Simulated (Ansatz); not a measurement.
Take PbS in the rock salt structure (space group Fm-3m, No. 225; a = 5.903 Å) as the base. Axes: x, y, z lie along the cube axes.

Computed with PBEsol (Ansatz, a quantum-chemistry and plane-wave program, PAW, no spin-orbit coupling).

For the base:

| Quantity | Result |
|---|---|
| Valley order | L along ⟨111⟩ 0.19 eV; a point along ⟨110⟩, about 0.7 Å⁻¹ from Γ 1.14 eV |
| Electron mass | 0.070 mₑ along k, 0.15 mₑ across (at L) |

Perturbation: uniaxial strain ε_zz = +0.50 %, all other strain components held at zero; the atoms relax in the strained cell.

**Question.** Predict the new valley order.

**Answer.** The valley order (the lowest conduction-band minima on the path, energy above the VBM, named in the base's zone) becomes L along [1-11] 0.21 eV; a point along [1-10], about 0.7 Å⁻¹ from Γ 1.15 eV (base: L along ⟨111⟩ 0.19 eV; a point along ⟨110⟩, about 0.7 Å⁻¹ from Γ 1.14 eV).

**Question.** Predict the new electron mass.

**Answer.** The electron mass goes from 0.070 mₑ along k, 0.15 mₑ across (at L) to 0.077 mₑ along k, 0.15 mₑ across (at L).

**Question.** Estimate the effect on the energy relative to the base.

**Answer.** The energy hardly moves.

Spin-orbit coupling, missing from the scalar runs, can matter with Pb. The levels and masses belong to the bands next to the band gap. Effective masses come from finite differences of ±0.01 Å⁻¹. Along k means along the line from Γ to the band edge. Stability against distortions was not tested.
